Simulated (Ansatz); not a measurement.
The starting structures come from a database of crystals and need not be the phases stable at ambient conditions.

 Where the default PAW files enter, the runs use the earlier of Ansatz's two default sets.

Crystal: Sr2MgWO6 (I4/m, not sure to be the ambient phase, 10 atoms a cell, 12.4 Å³ an atom, -2 GPa at this level); planes in its conventional cell.

These are PBEsol (plane waves, PAW; Ansatz, an electronic-structure program) values and carry that method's errors.

No gap correction and no spin-orbit coupling; mid-gap values are interpolated between computed energies.

| plane | area of the cell (Å²) | mid-gap κ (1/Å) | largest κ in the gap (1/Å) |
|---|---|---|---|
| (001) | 31.1 | 0.39 | 0.40 |
| (110) | 31.5 | 0.40 | 0.40 |
| (100) | 44.5 | [?] | [?] |

The slowest decay depends on the direction. Supply the withheld values.


- (100), mid-gap κ (1/Å): 0.32
- (100), largest κ in the gap (1/Å): 0.32
